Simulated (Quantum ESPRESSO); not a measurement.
Input and output of a self-consistent single point for SnTe (Fm-3m, 2 atoms in the cell) (Quantum ESPRESSO).

Method: PBE, SSSP 1.1.2 efficiency (PBE) pseudopotentials (plane waves; Quantum ESPRESSO 7.5).

The change in words: lattice scaled by 0.98. Reference geometry:
```
CELL_PARAMETERS angstrom
     -3.12401     0.00000     3.12401
      0.00000     3.12401     3.12401
     -3.12401     3.12401     0.00000
ATOMIC_POSITIONS crystal
  Sn 0.00000 0.00000 0.00000
  Te 0.50000 0.50000 0.50000
```

Reference input (self-consistent single point, DFT, PBE, plane waves, SSSP 1.1.2 efficiency (PBE) pseudopotentials): ecutwfc = 40 Ry; ecutrho = 320 Ry; occupations = smearing; smearing = gaussian; degauss = 0.0099958 Ry; potentials = {Sn: Sn_pbe_v1.uspp.F.UPF, Te: Te_pbe_v1.uspp.F.UPF}; K_POINTS = automatic 6 6 6 0 0 0; conv_thr = 1e-11 Ry. This run's input differs from it in these lines:

```diff
@@ -10,3 +10,3 @@
  ibrav = 2
- A = 6.248020000
+ A = 6.123060000
  nat = 2
```

The program printed (abridged):

```
     Self-consistent Calculation

     iteration #  1     ecut=    40.00 Ry     beta= 0.70

     total energy              =    -189.51625308 Ry
     estimated scf accuracy    <       0.62548325 Ry

     iteration #  2     ecut=    40.00 Ry     beta= 0.70

     total energy              =    -189.72457408 Ry
     estimated scf accuracy    <       0.18411852 Ry

     iteration #  3     ecut=    40.00 Ry     beta= 0.70

     total energy              =    -189.76933642 Ry
     estimated scf accuracy    <       0.00396897 Ry

   [... 5 blocks of this kind left out ...]

     iteration #  9     ecut=    40.00 Ry     beta= 0.70

     total energy              =    -189.77003140 Ry
     estimated scf accuracy    <          4.5E-11 Ry

     iteration # 10     ecut=    40.00 Ry     beta= 0.70
     End of self-consistent calculation

     the Fermi energy is     9.4900 ev

!    total energy              =    -189.77003140 Ry
     estimated scf accuracy    <          1.5E-13 Ry
     smearing contrib. (-TS)   =      -0.00015383 Ry
     internal energy E=F+TS    =    -189.76987756 Ry

     convergence has been achieved in  10 iterations

     Forces acting on atoms (cartesian axes, Ry/au):

     atom    1 type  1   force =     0.00000000    0.00000000    0.00000000
     atom    2 type  2   force =     0.00000000    0.00000000    0.00000000

     Total force =     0.000000     Total SCF correction =     0.000000

          total   stress  (Ry/bohr**3)                   (kbar)     P=       74.64
   0.00050742   0.00000000   0.00000000           74.64        0.00        0.00
   0.00000000   0.00050742  -0.00000000            0.00       74.64       -0.00
   0.00000000  -0.00000000   0.00050742            0.00       -0.00       74.64

   JOB DONE.
```

The run converged in 10 iterations. Against the reference run the free energy goes up by 60.3 meV/atom, the pressure goes from 3.54 to 7.46 GPa and the gap on the mesh goes from 0.230 to 0.242 eV.

The starting cell comes from a database of computed structures (which also holds hypothetical and non-ambient phases and stackings), without a prior relaxation at this level. Its lattice was rescaled by a random factor within 2.5 % of one. For this run, on top of that: lattice scaled by 0.98. Spin-orbit coupling is off. With a pressure of about 7 GPa the cell is away from its equilibrium volume at this level.
